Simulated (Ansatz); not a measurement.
Work function of faces of MnP-type NiSi in PBE and in r2SCAN, in Ansatz (plane waves, PAW). Symmetric slabs relaxed with PBE from ideal cuts in 1x1 cells (the lowest computed cut and spin start of each face; real faces may reconstruct in larger cells); r2SCAN values are single points on them, with the bulk at the same level. No spin-orbit coupling, no U.

```tsv
face	PBE (eV)	r2SCAN (eV)
(001)	4.47	4.52
(010)	4.75	4.82
(011)	4.69	?
(100)	4.85	4.95
(101)	4.96	5.08
(110)	4.68	4.75
(111)	4.69	4.74
```

Q: Fit a straight line y = a·x + b by least squares to the 6 complete rows (x: PBE (eV); y: r2SCAN (eV)).

A: the means are x̄ = 4.7333 and ȳ = 4.8100; Σ(x − x̄)² = 0.13933 and Σ(x − x̄)(y − ȳ) = 0.16030, so a = 1.150 and b = ȳ − a·x̄ = -0.636. The largest residual is 0.020.

Q: What does the line predict for the withheld row, (011), and what did the calculation give?

A: the line gives 4.76; the calculation gave 4.79, a miss of 0.03, of the size of the fitted rows' scatter and rounding.

Ansatz is an electronic-structure program.
